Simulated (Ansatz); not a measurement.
## Effect of biaxial strain −0.38 %, plane normal [001], relaxed out of plane on hypothetical rock salt YSi

Base system: YSi in the rock salt structure (space group Fm-3m, No. 225; a = 5.834 Å; a hypothetical phase, not in the database extracts checked). Axes: x, y, z lie along the cube axes.

The change: biaxial strain −0.38 %, plane normal [001], relaxed out of plane (Cartesian); in-plane vectors clamped, the third vector and the atoms free.

The values are results of r2SCAN/PAW in Ansatz (a first-principles code), no SOC, not measurements. Γ-centred 14×14×14 mesh, Fermi–Dirac width 0.05 eV.

| quantity | base | changed | shift |
|---|---|---|---|
| volume per atom | 24.83 Å³ | 24.66 Å³ | -0.17 Å³ |
| space group | Fm-3m (No. 225) | I4/mmm (No. 139) | – |
| shortest interatomic distance | 2.917 Å | 2.906 Å | -0.011 Å |
| energy relative to the base (free energy F) | 0 meV/atom | +0.4 meV/atom | +0.4 meV/atom |
| pressure (mean of the normal stresses, compression positive) | 0.0 GPa | 0.5 GPa | +0.5 GPa |
| band gap | zero | zero | – |
| out-of-plane strain (rough) | – | +0.09 % | – |
| mean in-plane stress (compression positive) (rough) | – | +0.7 GPa | – |

Final structure (turned so that z lies along the plane normal):

```
YSi
1.0
    4.10989     0.00000     0.00000
    0.00000     4.10989     0.00000
    2.05494    -2.05494     2.91985
Si Y
1 1
Direct
  0.00000   0.00000   0.00000
  0.50000   0.50000   0.00000
```

Cost of the whole job for the changed cell (relaxation, final SCF and bands): roughly 80 core-seconds.

Without a gap, meshes like the base's 14×14×14 leave anisotropic stresses uncertain by several tenths of a GPa, and small strain energies with them. Stability against distortions was not tested. The final runs are not spin-polarised. An odd electron count without spin: YSi. YSi has a high density of states at the Fermi level and may be magnetic at this level.
